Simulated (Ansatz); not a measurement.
## PBE against PBEsol: ZnSnN2, uniaxial stress, 5 GPa tension along z

The parent structure is ZnSnN$_{2}$ (space group Pna2_1, No. 33; a = 5.906 Å, b = 6.805 Å, c = 5.537 Å). Axes: x, y, z lie along a, b, c of the conventional cell.

(Cell as relaxed with PBE.)

Levels (all Ansatz, a program for electronic structure, PAW): PBE (420 eV, spin-orbit coupling left out); PBEsol (420 eV, no spin-orbit coupling).

Each level relaxes its own structure.

```
base                  PBE    PBEsol
---------------  --------  --------
volume per atom  13.91 Å³  13.38 Å³
```

Perturbation: uniaxial stress, 5 GPa tension along z, with the cell and atoms free to relax against it.

```tsv
quantity	PBE	PBEsol
energy relative to the base (free energy F)	+5.0 meV/atom	(withheld)
shortest interatomic distance	206.9 pm	(withheld)
```

Question: Given the PBE results, estimate those of PBEsol.

Answer: 
- energy relative to the base (free energy F), PBEsol: +4.5 meV/atom
- shortest interatomic distance, PBEsol: 203.8 pm

PBE's energy relative to the base lies 0.5 meV/atom above PBEsol's; PBE's shortest interatomic distance lies 3.1 pm above PBEsol's (1.5 %). Neither level is exact; PBEsol is the comparison here, not a measurement.

Load acts through the strain it causes; cell and atoms are relaxed under it. Stability under load was not tested beyond the relaxation. All final runs are without spin polarisation.
